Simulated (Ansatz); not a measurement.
The reference is CdS in the zinc blende structure (space group F-43m, No. 216; a = 5.9266 Å).

The change: a hydrostatic pressure of 100 GPa.

Levels (all Ansatz, a quantum-chemistry and plane-wave program, PAW): PBE (420 eV, without spin-orbit coupling); r2SCAN (500 eV, scalar-relativistic without spin-orbit coupling); HSE06 (420 eV, spin-orbit coupling left out); PBE+SOC (420 eV, with spin-orbit coupling).

One geometry, relaxed with PBE, under each level:

Notes on the quantities. hole mass: degenerate bands, along [100].

The valence-band top lists the three highest levels at Γ (Kramers pairs under SOC), from the VBM.

```tsv
level	band gap	lowest conduction level above the VBM at special points	valence-band top at Γ	electron mass	hole mass	pressure
PBE	1.80 eV	Γ 1.80 eV; X 2.36 eV; L 3.06 eV; K 3.27 eV	0.00, 0.00, 0.00 eV	0.18 mₑ (at Γ)	0.20, 0.40, 0.40 mₑ (at Γ)	100.00 GPa
r2SCAN	2.32 eV	Γ 2.32 eV; X 2.69 eV; L 3.51 eV; K 3.62 eV	–	0.21 mₑ (at Γ)	0.23, 0.39, 0.39 mₑ (at Γ)	99.69 GPa
HSE06	___	___	–	–	–	–
PBE+SOC	1.79 eV	Γ 1.79 eV; X 2.36 eV; L 3.05 eV; K 3.25 eV	0.00, -0.01, -0.01 eV	0.18 mₑ (at Γ)	0.16, 0.45, 0.72 mₑ (at Γ)	99.82 GPa
```

Problem. Give the withheld HSE06 results.

Solution. 
- HSE06, band gap: 2.84 eV
- HSE06, lowest conduction level above the VBM at special points: Γ 2.84 eV; X 3.21 eV; L 4.13 eV

Single points use the geometry relaxed with PBE. Their cutoffs differ, which shifts pressures a little. Differences between runs with and without spin-orbit coupling are approximate. Load acts through the strain it causes; cell and atoms are relaxed under it. Effective masses come from finite differences of ±0.01 Å⁻¹. No phonon test of stability was made. Tetrahedral semiconductors of this kind turn to denser phases somewhere between about 1 and 50 GPa; those were not computed, so compressed cells here can lie past the real transition.
